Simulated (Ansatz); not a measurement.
Consider the following.

End structure of a constructed model of the (111) surface of fcc Ni, ferromagnetic, (√3x√3)R30° surface alloy, Au on one Ni site of the top plane (bottom of the slab: a bare face, its two planes held):

```
CELL_PARAMETERS angstrom
      3.73286     2.15517     0.00000
     -3.73286     2.15517     0.00000
      0.00000     0.00000    26.50000
ATOMIC_POSITIONS crystal
  Ni 0.00000 0.66667 0.30786
  Ni 0.33333 0.33333 0.30786
  Ni 0.66667 0.00000 0.30786
  Ni 0.00000 0.33333 0.38453
  Ni 0.33333 0.00000 0.38453
  Ni 0.66667 0.66667 0.38453
  Ni 0.00000 0.00000 0.46138
  Ni 0.33333 0.66667 0.46101
  Ni 0.66667 0.33333 0.46101
  Ni 0.00000 0.66623 0.53786
  Ni 0.33377 0.33377 0.53786
  Ni 0.66623 0.00000 0.53786
  Ni 0.00000 0.33177 0.61428
  Ni 0.33177 0.00000 0.61428
  Ni 0.66823 0.66823 0.61428
  Au 0.00000 0.00000 0.70657
  Ni 0.33333 0.66667 0.69017
  Ni 0.66667 0.33333 0.69017
```

Slab: 18 atoms, 10.2 Å thick at the start (thin: gaps and levels are the slab's own); k 10x10x1, smearing 0.1 eV, dipole-corrected; 6 atoms held, the rest relaxed; symmetry of the start imposed; spin-polarised, ending with about 10.9 μB a cell; orders that need a larger cell were not tried, no spin-orbit, no U. It is one candidate, not shown to be the stable structure of the face.

### Question
Estimate the work function of the top face that PBE in Ansatz (a first-principles code) returns for this input.

### Answer
5.30 eV
